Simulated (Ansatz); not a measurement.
Take C in the diamond structure (space group Fd-3m, No. 227; a = 3.532 Å) as the base.

All numbers come from plane-wave PAW DFT at the LDA level (Ansatz, a first-principles code, 420 eV), without spin-orbit coupling.

Before the change:

| Property | Result |
|---|---|
| Lattice parameter a | 3.532 Å |
| Band gap | 4.17 eV |

One thing is altered: a hydrostatic pressure of 9 GPa.

Question: How does this affect the lattice parameter a and band gap?

Answer: The lattice parameter a falls by 0.022 Å, from 3.532 Å to 3.510 Å; the band gap goes up by 0.05 eV to 4.22 eV.

Load acts through the strain it causes; cell and atoms are relaxed under it. No phonon test of stability was made. Competing high-pressure phases were not computed.
